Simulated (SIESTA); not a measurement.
# A short convergence ladder for BiS (Cm, 4 atoms in the cell)

```yaml
crystal:
  lattice:
    - [2.83287, -2.79049, 0.00000]
    - [2.83287, 2.79049, 0.00000]
    - [-1.65000, 0.00000, 10.87060]
  atoms:
    - { symbol: Bi, position: [0.19052, 0.19052, 0.34731] }
    - { symbol: Bi, position: [0.81082, 0.81082, 0.65729] }
    - { symbol: S, position: [0.73361, 0.73361, 0.38560] }
    - { symbol: S, position: [0.26639, 0.26639, 0.61440] }
```

Base method: LDA PW92, numerical atomic orbitals DZP, PseudoDojo LDA standard norm-conserving potentials (rewritten from UPF to PSML) run with SIESTA.

Base settings: XC.functional = LDA; XC.authors = PW92; potentials = PseudoDojo LDA standard; PAO.BasisSize = DZP; PAO.EnergyShift = 0.01 Ry; MeshCutoff = 400 Ry; kgrid.MonkhorstPack = 3 3 1; OccupationFunction = FD; ElectronicTemperature = 0.1 eV; MaxSCFIterations = 150.

**The setting basis size**

Level: DFT, LDA PW92, numerical atomic orbitals TZP, PseudoDojo LDA standard norm-conserving potentials (rewritten from UPF to PSML).

Moved along: PAO.BasisSize.

The second cell is the first with its lattice scaled by 0.98.

The mesh stays at the base's, so the ladder's end is converged at best in this setting alone.

The sets are ordered by size and need not be nested.

Only quantities that move along the ladder and can be compared are tabulated; the gap is left out on so coarse a mesh.

```tsv
basis (functions)	energy of the compressed cell less the first (meV/atom)	pressure (GPa)	largest difference of a force vector from the last step's (eV/Å)
SZ (26)	52.75	1.68	0.659
DZ (42)	25.39	0.10	0.404
SZP (46)	5.73	-0.88	0.174
DZP (62)	4.85	-0.94	0.077
TZP (78)	0.22	-1.18	0.000
```

Coarsest basis (functions) that holds the energy of the compressed cell less the first within 2 meV/atom: not settled: the last two steps still differ by 4.6 meV/atom, over half the tolerance, so the ladder does not show it.

Coarsest basis (functions) that holds the pressure within 1 GPa of the last step, with all finer ones: SZP (46); the step before is off by 1.3 GPa.

Coarsest basis (functions) that holds the forces within 0.02 eV/Å: not settled: the last two steps still differ by 0.077 eV/Å, over half the tolerance, so the ladder does not show it.

On the base run: the starting cell comes from a database of computed structures (which also holds hypothetical and non-ambient phases and stackings), without a prior relaxation at this level. Its lattice was rescaled by up to half a per cent. One atom was moved a little off its site on purpose. Values carry the incompleteness of an atom-centred basis.

Left out of this page: 1 run of the series failed or unconverged.
